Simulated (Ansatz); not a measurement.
The parent structure is GaN in the wurtzite structure (space group P6_3mc, No. 186; a = 3.183 Å, c = 5.186 Å).

Now apply this change: a hydrostatic pressure of 30 GPa.

Levels (all Ansatz, an electronic-structure program, PAW, earlier PAW set): PBEsol (420 eV, no spin-orbit coupling); r2SCAN (500 eV, no SOC); HSE06 (420 eV, no spin-orbit coupling); PBEsol+SOC (420 eV, noncollinear with spin-orbit coupling).

One geometry, relaxed with PBEsol, under each level:

The valence-band top lists the three highest levels at Γ (Kramers pairs under SOC), from the VBM.

```json
[
 {"level": "PBEsol", "band gap": "2.68 eV", "lowest conduction level above the VBM at special points": "Γ 2.68 eV; L 4.64 eV; K 4.90 eV; A 4.98 eV", "valence-band top at Γ": "0.00, 0.00, -0.07 eV", "electron mass": "0.21 mₑ along c, 0.23 mₑ across (at Γ)", "pressure": "30.00 GPa"},
 {"level": "r2SCAN", "band gap": "3.20 eV", "lowest conduction level above the VBM at special points": "Γ 3.20 eV; L 5.28 eV; K 5.53 eV; A 5.62 eV", "valence-band top at Γ": "–", "electron mass": "0.22 mₑ along c, 0.24 mₑ across (at Γ)", "pressure": "31.13 GPa"},
 {"level": "HSE06", "band gap": "(withheld)", "lowest conduction level above the VBM at special points": "(withheld)", "valence-band top at Γ": "–", "electron mass": "–", "pressure": "–"},
 {"level": "PBEsol+SOC", "band gap": "2.68 eV", "lowest conduction level above the VBM at special points": "Γ 2.68 eV; L 4.64 eV; K 4.90 eV; A 4.98 eV", "valence-band top at Γ": "0.00, 0.00, -0.07 eV", "electron mass": "0.21 mₑ along c, 0.23 mₑ across (at Γ)", "pressure": "29.97 GPa"}
]
```

Q: Give the withheld HSE06 results.

A: 
- HSE06, band gap: 4.12 eV
- HSE06, lowest conduction level above the VBM at special points: Γ 4.12 eV; L 6.10 eV; K 6.28 eV

Single points use the geometry relaxed with PBEsol. Their cutoffs differ, which shifts pressures a little. Differences between runs with and without spin-orbit coupling are approximate. Load acts through the strain it causes; cell and atoms are relaxed under it. Masses are band curvatures over ±0.01 Å⁻¹ around the edge. Stability against distortions was not tested. Tetrahedral semiconductors of this kind turn to denser phases somewhere between about 1 and 50 GPa; those were not computed, so compressed cells here can lie past the real transition.
